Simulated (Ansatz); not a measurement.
The starting structures come from a database of crystals and need not be the phases stable at ambient conditions.

**Evanescent states of MgTe (P6_3mc, wurtzite, not sure to be the ambient phase, 4 atoms a cell, 33.9 Å³ an atom) along the normal of (110)**

All values below come from PBEsol (plane waves, PAW; Ansatz, a program for electronic structure).

The gap is the functional's own. No spin-orbit coupling. Mid-gap values are interpolated on the energy grid.

Energies count from the valence-band top; κ is the least over a 4×4 mesh across the current.

| E (eV) | κ (1/Å) | where |
|---|---|---|
| 0.06 | 0.068 | Γ |
| 0.18 | 0.096 | Γ |
| 0.30 | 0.115 | Γ |
| 0.42 | 0.129 | Γ |
| 0.54 | 0.139 | Γ |
| 0.66 | 0.147 | Γ |
| 0.78 | 0.152 | Γ |
| 0.90 | 0.156 | Γ |
| 1.02 | 0.158 | Γ |
| 1.14 | 0.159 | Γ |
| 1.26 | 0.157 | Γ |
| 1.38 | 0.155 | Γ |
| 1.50 | 0.150 | Γ |
| 1.62 | 0.144 | Γ |
| 1.74 | 0.136 | Γ |
| 1.86 | 0.125 | Γ |
| 1.98 | 0.110 | Γ |
| 2.10 | 0.090 | Γ |
| 2.22 | 0.059 | Γ |

### Question
How thick must the barrier be to attenuate the transmission by 10^4 when the electrodes' Fermi level lies at 0.78 eV, and what attenuation does that film give at 0.66 eV?

### Answer
d = 4 ln 10 / (2 × 0.152) = 30.3 Å. At 0.66 eV it gives 4 × 0.147/0.152 = 3.9 decades.
